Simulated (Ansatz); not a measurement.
```
Be
1.0
    2.25051     0.00000     0.00000
   -1.12526     1.94900     0.00000
    0.00000     0.00000    43.16980
Be
24
Direct
  0.00000   0.00000   0.99933
  0.66667   0.33333   0.04097
  0.33333   0.66667   0.08333
  0.00000   0.00000   0.12570
  0.66667   0.33333   0.16733
  0.00000   0.00000   0.20830
  0.66667   0.33333   0.25000
  0.33333   0.66667   0.29170
  0.66667   0.33333   0.33267
  0.33333   0.66667   0.37430
  0.00000   0.00000   0.41667
  0.66667   0.33333   0.45903
  0.33333   0.66667   0.50067
  0.66667   0.33333   0.54164
  0.33333   0.66667   0.58333
  0.00000   0.00000   0.62503
  0.33333   0.66667   0.66600
  0.00000   0.00000   0.70763
  0.66667   0.33333   0.75000
  0.33333   0.66667   0.79237
  0.00000   0.00000   0.83400
  0.33333   0.66667   0.87497
  0.00000   0.00000   0.91667
  0.66667   0.33333   0.95836
```

The numbers are results of PBE (plane waves to 420 eV, PAW; Ansatz, a first-principles code), not measurements. No spin–orbit coupling. Its k-point mesh 27×27×2, Fermi–Dirac width 0.1 eV.

Question: Which polytype is this, and how does it compare with the cubic form?

Answer: Be 24R (hccchhch), stacking ACBACACBCBACBCBABACBABAC, hexagonality 50 %, space group R-3m (a stacking that need not occur in nature); -46 meV/atom against 3C, layer spacing over a = 0.7993 (ideal 0.8165).
